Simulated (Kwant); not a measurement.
Computed with Kwant: Hückel tight-binding model, one pz orbital an atom, one spin, coherent transport at 0 K. Conductance is in e²/h.

System: π system c1ccc2cc3ccccc3cc2c1 between two chain leads. The π system is taken as planar. Atoms are numbered from 0 in the order of the SMILES. Site energies (eV, carbon 0): [0.0, 0.0, 0.0, 0.0, 0.0, 0.0, 0.0, 0.0, 0.0, 0.0, 0.0, 0.0, 0.0, 0.0]. Bonds (i, j, β in eV): (0,1,-2.7) (1,2,-2.7) (2,3,-2.7) (3,4,-2.7) (4,5,-2.7) (5,6,-2.7) (6,7,-2.7) (7,8,-2.7) (8,9,-2.7) (9,10,-2.7) (10,11,-2.7) (11,12,-2.7) (12,13,-2.7) (13,0,-2.7) (12,3,-2.7) (10,5,-2.7). Leads: chains of hopping −4.1 eV, joined by −1.4 eV to atoms 4 and 11.

Site energies and bond integrals are typed Hückel values.

Sweep values stay those of the base run.

One input was changed, with this effect: transmission at E = 0 0.12 → 0.031.

Q: Which change was it?
A) contacts moved from atoms [4, 11] to [0, 1]
B) contacts moved from atoms [4, 11] to [0, 6]
C) contacts moved from atoms [4, 11] to [2, 11]
D) contacts moved from atoms [4, 11] to [0, 7]
E) contacts moved from atoms [4, 11] to [0, 9]
F) contacts moved from atoms [4, 11] to [2, 6]

A: C, contacts moved from atoms [4, 11] to [2, 11]
